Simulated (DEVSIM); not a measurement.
**illuminated GaAs p-on-n cell, one wavelength**

System: illuminated GaAs p-on-n cell, one wavelength, at 250 K.

| layer (left to right) | material | thickness (μm) | Nd (cm⁻³) | Na (cm⁻³) | τn (s) | τp (s) | absorption coefficient (cm⁻¹) |
|---|---|---|---|---|---|---|---|
| 1 | GaAs | 0.290 | - | 8e17 | 2.1e-10 | 6e-11 | 32000 |
| 2 | GaAs | 2.10 | 1.5e17 | - | 5e-9 | 5e-9 | 32000 |

Left contact: ohmic, minority electron recombination velocity 1e6 cm/s. Right contact: ohmic, minority hole recombination velocity 1e5 cm/s. Voltage is applied to the left contact. Recombination: SRH at mid-gap, radiative, Auger. Light enters at the left, 4.7e17 photons cm⁻² s⁻¹, one pass, no reflection. Mobility is μmin + (μ − μmin)/(1 + (N/Nref)^α).

Constants are typed, rounded textbook-type inputs, not results; the design itself was drawn at random and stands for no fabricated device. Values at 300 K; Nc and Nv go as T^1.5, mobilities as T to minus their exponent, the gap by Varshni's rule with the affinity fixed.

| parameter | GaAs |
|---|---|
| gap (eV) | 1.424 |
| affinity (eV) | 4.07 |
| permittivity | 12.9 |
| Nc (cm⁻³) | 4.7e17 |
| Nv (cm⁻³) | 9e18 |
| μn (cm²/Vs) | 8500 |
| μp (cm²/Vs) | 400 |
| μn,min | 500 |
| μp,min | 20 |
| Nref,n | 6e16 |
| Nref,p | 1.5e17 |
| αn | 0.39 |
| αp | 0.38 |
| T exponent of μn | 2.1 |
| T exponent of μp | 2.2 |
| B (cm³/s) | 2e-10 |
| Cn (cm⁶/s) | 1e-30 |
| Cp (cm⁶/s) | 1e-30 |
| Varshni α (eV/K) | 0.000541 |
| Varshni β (K) | 204 |

Model (solved in DEVSIM): 1D drift-diffusion, Boltzmann statistics, complete ionisation; no tunnelling, impact ionisation, image-force lowering or self-heating.

| Property | Result |
|---|---|
| Potential step across the device at zero bias | 1.381 V |
| Largest field in the device at zero bias | 220000 V/cm |
| Dark forward voltage at 1 A/cm² | 1.161 V |
| Dark forward voltage at 100 A/cm² | 1.262 V |
| Short-circuit current | 64.7 mA/cm² |
| Open-circuit voltage | 1.099 V |
| Fill factor | 0.88 |
| Largest power | 62.5 mW/cm² |
| Share of generated pairs collected at short circuit | 0.860 |

Small-signal capacitance in reverse bias (quasi-static):

| V (V) | C (nF/cm²) |
|---|---|
| -0.04 | 91.6 |
| -0.1 | 89.6 |
| -0.2 | 86.7 |
| -0.3 | 84.0 |
| -0.4 | 81.5 |
| -0.6 | 77.2 |
| -0.8 | 73.5 |
| -1 | 70.3 |
| -1.3 | 66.2 |
| -1.6 | 62.7 |
| -2 | 58.8 |

Dark forward current:

(V (V), J (A/cm²)): (0.05, 6.7e-14); (0.10, 2.7e-13); (0.15, 9.2e-13); (0.20, 3.0e-12); (0.25, 1.0e-11); (0.30, 3.3e-11); (0.35, 1.1e-10); (0.40, 3.5e-10); (0.45, 1.2e-9); (0.50, 3.8e-9); (0.55, 1.3e-8); (0.60, 4.1e-8); (0.65, 1.4e-7); (0.70, 4.6e-7); (0.75, 1.5e-6); (0.80, 5.2e-6); (0.85, 1.8e-5); (0.90, 6.4e-5); (0.95, 0.00025); (1.00, 0.0012); (1.05, 0.0080); (1.10, 0.065); (1.15, 0.60); (1.20, 5.9); (1.25, 59); (1.30, 570); (1.35, 4500)
